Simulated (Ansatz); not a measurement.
Carrier properties of GaP (F-43m)

Here is the system:

```yaml
crystal:
  lattice:
    - [0.00000, 2.71922, 2.71922]
    - [2.71922, 0.00000, 2.71922]
    - [2.71922, 2.71922, 0.00000]
  atoms:
    - { symbol: Ga, position: [0.00000, 0.00000, 0.00000] }
    - { symbol: P, position: [0.25000, 0.25000, 0.25000] }
```

All values below come from PBEsol with spin-orbit coupling, rigid bands (plane waves, PAW; Ansatz, an electronic-structure program). How the cell was made: cell and atoms relaxed with PBEsol.

```json
{
  "band_gap": "1.43 eV",
  "electron conductivity mass (300 K, dilute)": "0.35 mₑ",
  "hole conductivity mass (300 K, dilute)": "0.48 mₑ",
  "effective density of states N_c (300 K)": "4.0e19 cm⁻³",
  "effective density of states N_v (300 K)": "2.2e19 cm⁻³",
  "density_of_states_mass_electrons": "1.36 mₑ",
  "density_of_states_mass_holes": "0.92 mₑ",
  "Seebeck coefficient, n-type 1e19 cm⁻³, 300 K": "-332 μV/K",
  "Seebeck coefficient, p-type 1e19 cm⁻³, 300 K": "318 μV/K",
  "best p-type power factor at 300 K for τ = 10 fs (best axis; densities from 1e16 to 1e21 cm⁻³ tried, whether or not they can be reached)": "14.8 μW/(cm·K²) at 3e20 cm⁻³"
}
```

Rigid bands; masses and Seebeck coefficients take one relaxation time τ for all states and one kind of carrier; polarons and phonon drag are left out.
